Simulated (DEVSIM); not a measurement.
Structure: Pd/SiON/p-Ge capacitor, at 400 K.

Layer 1 from the left is SiON, thickness (nm) 2.30. Layer 2 from the left is Ge, thickness (nm) 2000, Na (cm⁻³) 8.6e16.

Metal gate on the left, work function 5.2 eV. Fixed charge at the semiconductor interface 0 cm⁻² (in units of +e); no interface traps.

The device is made up for the run: typed textbook-type constants, with dimensions and the other settings drawn at random. Values at 300 K; Nc and Nv go as T^1.5, mobilities as T to minus their exponent, the gap by Varshni's rule with the affinity fixed.

SiON: gap (eV) 7, affinity (eV) 1.4, permittivity 5.5. Ge: gap (eV) 0.664, affinity (eV) 4, permittivity 16, Nc (cm⁻³) 1.04e19, Nv (cm⁻³) 6e18, Varshni α (eV/K) 0.000477, Varshni β (K) 235.

Problem. Estimate by hand the flat-band voltage, the threshold voltage, and compare with a numerical solution.

Solution. 
- Flat-band voltage: C = 2.12 μF/cm², work-function difference 0.737 V; VFB = φms − qNf/C = 0.74 V; numerical 0.74 V.
- Threshold voltage: φF = 0.141 V, depletion charge √(4εqNφF) = 1.05e-7 C/cm²; VT = VFB + 2φF + Qd/C = 1.07 V; numerical 1.07 V.

Model (solved in DEVSIM): 1D Poisson equation in equilibrium, Boltzmann statistics, complete ionisation; no quantum confinement or tunnelling. Metal contacts follow the ideal Schottky-Mott rule: no Fermi-level pinning, no interface dipoles.
